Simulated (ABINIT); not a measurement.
## Equation of state of Sn (space group 141): energy against volume (ABINIT, LDA)

```
Sn
1.0
   -2.80163     2.80163     1.52816
    2.80163    -2.80163     1.52816
    2.80163     2.80163    -1.52816
Sn
2
Direct
  0.00000   0.00000   0.00000
  0.75000   0.25000   0.50000
```

Level of theory: LDA (PW92), norm-conserving pseudopotentials (PseudoDojo nc-sr-04 LDA standard) (plane waves; ABINIT 10.0.3). Settings: pseudos = [Sn.upf]; ecut = 47 Ha; occopt = 3; tsmear = 0.00183747 Ha; ngkpt = 11 11 11; nshiftk = 1; shiftk = 0 0 0; potentials = PseudoDojo nc-sr-04 LDA standard; nband = 19; kptopt = 1; nstep = 100; tolvrs = 1e-11. The cell above is the first row's. The rows scale it uniformly. In all rows fractional positions and the k mesh are held. E is the free energy at the stated smearing, counted from the lowest row.

```csv
V (Å^3/atom),E (meV/atom)
23.9894,41.72
24.5109,23.41
25.0324,10.75
25.5539,3.12
26.0754,0.00
26.5969,0.89
27.1184,5.35
27.6399,12.99
28.1615,?
```

Fit E of the 8 rows that show it with the third-order Birch-Murnaghan form, a cubic in V^(-2/3). With u = V^(-2/3) - 0.115, the rows have u = 0.005223, 0.003511, 0.001860, 0.000264, -0.001278, -0.002769, -0.004213, -0.005610. Least squares gives E = 2.298 + 2908.7·u + 873840·u² + 2771868·u³. Residuals (row less fit): -0.003, 0.008, 0.001, -0.007, -0.002, 0.005, 0.004, -0.002; standard error 0.006 (degrees of freedom: 4). Its minimum lies at u = -0.001678, so V0 = (0.113322)^(-3/2) = 26.21. There d²E/du² = 1720000 and d³E/du³ = 1.663e7, so B0 = (4/9) × 26.21^(-7/3) × 1720000 × 0.160218 = 60.0 GPa (the last factor turns the table's units into GPa), and B0' = 4 + (2/3) × 0.113322 × (1.663e7)/1720000 = 4.7. The program's pressures in the fitted runs (not shown) pass through zero at V = 26.21, 0.00 % from this V0.

Question: Estimate the missing E (V = 28.1615); what did the run itself give?

Answer: u = -0.006965, so E = 2.298 + 2908.7 × (-0.006965) + 873840 × (-0.006965)² + 2771868 × (-0.006965)³ = 23.493 meV/atom. The calculation gives 23.45 meV/atom, 0.043 meV/atom below the prediction (0.1 % of the range of E in the table). The row lies outside the fitted rows, so this is an extrapolation. From the scatter of the fitted rows alone, a prediction at this place has a standard error of 0.015 meV/atom, so the miss is 2.8 times that.

Carrying the step between the two nearest rows on in a straight line would have given 20.63, off by 2.82; series whose last step already gives the withheld value aren't shown. The scan was laid around a cell of about the measured size, scaled by a guess for this functional; axis ratios and inner coordinates come from that cell. The runs keep the symmetry of the cell, so they don't test it for distortions. The shape of the cell and the inner coordinates aren't relaxed, so V0 and B0 belong to this uniform scaling; a relaxed crystal lies no higher in energy and is usually softer. Cutoffs and mesh are single choices, not tested for convergence of this quantity. Series with a scatter that would blur these digits, or in which a gap closes, are not shown. Nor are scans whose minimum lies at an end fitted in this form.
